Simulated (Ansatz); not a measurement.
Structure of amorphous Si18K12O42 (periodic cell):

```
K2O7Si3
1.0
   10.84099     0.26375     0.11790
    0.26375    11.08809     0.40372
    0.11790     0.40372    10.34001
Si K O
18 12 42
Cartesian
  1.36953   5.44320   6.58392
  9.41390   4.81749   7.90756
  2.27372   3.33347   4.52291
  3.68146   8.47103   2.44690
  3.07883   6.22315   9.07748
 10.94686   7.31950   4.42826
  7.66252   9.04999   8.12368
  8.27605   6.87993   6.06706
  8.44961   2.86349   5.64215
  4.07013   5.22482   2.89130
  6.69477   0.87570   7.42791
 10.77184   1.74926   3.73977
  6.99644   5.26882   3.91383
  3.35129   8.62201   9.75399
  1.01278   9.69924   3.57516
  9.99661  11.28147   1.77944
  3.38326   3.89900   0.20268
  4.78877   9.89944   7.55067
  8.40058  10.54423   4.96592
  4.45276   0.25917   0.18738
  6.82035   6.08861  10.01175
  7.40344   8.49313   1.81038
  4.43517   3.09375   7.11690
  0.71030   2.50861   9.47938
  7.75550   2.12026   0.17900
 10.17709   4.79252   1.86684
  4.32583  11.13596   4.46695
  4.38733   7.10062   5.62552
  1.28617   9.33168   6.97895
 10.65094   8.14140   0.48269
  7.28821   1.83278   6.18298
  8.24630   5.85644   7.34162
  0.89699   2.77926   3.74970
  4.24490   4.86088   9.15237
  0.98804  11.15576   4.39890
  4.32930   7.30930   9.54396
  9.58705   6.72915   5.14075
  2.73796   4.63001   3.60536
  3.87576   6.85716   2.77513
  2.97834   8.64300   0.95765
  2.22741   5.42446  10.30291
  6.34495   1.66811   8.74425
  0.38675   9.92592   2.10816
  2.99998   2.37338   0.27250
  7.98997  10.66871   7.87522
  0.23112   6.71100   2.78714
  3.89863   9.98632   8.99664
  2.52748   9.09750   3.49490
  7.73788   3.97305   4.68031
  5.35485   4.95761   3.88785
  8.23417   8.40038   6.66583
  5.01974   9.31232   2.56581
  3.82179   9.43792   6.39248
  9.98020   0.87878  10.16396
 10.94274   8.99845   4.67816
  9.49284   1.90885   4.77621
  5.51122  11.35506   7.20783
  8.60243  10.80401   2.41259
  2.05202   7.84412   9.11868
  7.01404   6.51866   5.07471
  2.65124   5.93651   7.48565
  1.27281   6.58968   5.41919
  4.32677   4.48377   1.46236
  9.23525   4.46981   9.44009
  6.02536   8.86733   7.90090
 10.22467   1.64948   2.20902
 10.88605   5.54644   7.62935
  9.30557   3.51073   6.87004
  7.60412   5.63354   2.50050
  1.72745   3.98624   5.96232
  3.38173   2.27398   4.83627
  8.21471   8.42712   9.46541
```

Methods: PBE, scalar-relativistic without spin-orbit coupling (Ansatz, a quantum-chemistry and plane-wave program); r2SCAN, scalar-relativistic without spin-orbit coupling (Ansatz); HSE06, scalar-relativistic without spin-orbit coupling (Ansatz). Neutral PBE cell, which sets geometry, pressure and energy: sampling: a 2×2×2 Γ-centred mesh; Fermi-Dirac width 0.02 eV; no spin polarisation. Exact exchange is cut at the faces of this 10 Å cell, which leaves hybrid gaps a finite-size error.

A CHGNet melt-quench gave the starting glass, which DFT then relaxed. O atoms were pushed apart under 1.9 Å during the dynamics, to hinder bonds among them. The hot cell started wider than the set density and was brought back towards it in steps. It is the lowest in DFT energy of 2 quenches. It is a model cell: composition and starting density were chosen by hand, and all elements were melted together. No dispersion term was used. The simulated quench is rapid and tends to freeze in more defects than a deposited or slowly cooled glass has. Values belong to this one cell and scatter from quench to quench. Volume and shape were free in the relaxation.

### Question
Give the pressure and the spacing of the highest filled and lowest empty levels.

### Answer

```yaml
Pressure on a 2×2×2 Γ-centred mesh: 0.03 GPa
Largest force and stress component on that mesh (the relaxation ran on the zone centre alone): 0.03 eV/Å and 0.1 GPa
Level gap on a 2×2×2 Γ-centred mesh (PBE): 3.27 eV
Level gap at the zone centre (PBE): 3.27 eV
Level gap at the zone centre (r2SCAN): 3.79 eV
Level gap at the zone centre (HSE06): 4.78 eV
Distance between the nearest levels spread over more than a fifth of the atoms or a third of the atoms of their main element (six at least) (PBE, zone centre): 5.23 eV
```

### Question
At PBE and the zone centre, how localised are the states just below and above the Fermi level (participation number: the atoms over which a state spreads)?

### Answer
The highest filled state is spread over 2.4 atoms' worth, largest on O54, with weights by element (charge in smoothed Voronoi cells) O 0.93, K 0.04, Si 0.03. The lowest empty state is spread over 55.1 atoms' worth, largest on K29, with weights by element (charge in smoothed Voronoi cells) O 0.56, K 0.31, Si 0.12.

At PBE the levels at the filled edge of the gap are localised (band-tail or defect states), and the nearest spread-out levels lie 5.2 eV apart at the zone centre.

Neighbours within Si-Si 2.60 Å, Si-K 3.45 Å, Si-O 2.06 Å, K-K 4.47 Å, K-O 3.50 Å, O-O 1.58 Å count as bonded. Two cations that share two anions don't count as bonded, nor two that share one unless they lie closer than Si-Si 2.38 Å, Si-K 3.36 Å, K-K 4.34 Å.
